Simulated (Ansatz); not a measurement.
# Ru3Sn (model structure, started from the A15 type, Pm-3n, No. 223, 8 atoms in the cell): lattice parameter a by level of theory

No measured value is used here.

```json
[
 {"level (code)": "LDA (Ansatz)", "value (Å)": "4.916"},
 {"level (code)": "PBE (Ansatz)", "value (Å)": "5.010"},
 {"level (code)": "PBEsol (Ansatz)", "value (Å)": "4.950"}
]
```

LDA, PBE, PBEsol: the run has no spin polarisation, so it can have missed a magnetic state. Ansatz's density-functional and Hartree–Fock values are scalar-relativistic unless marked +SOC, with PAW data made under PBE.

A model structure was made by putting elements into a prototype or built by hand; it is no filed structure, need not be a known phase, and can be a saddle point held by its symmetry.

Ansatz is an electronic-structure program.
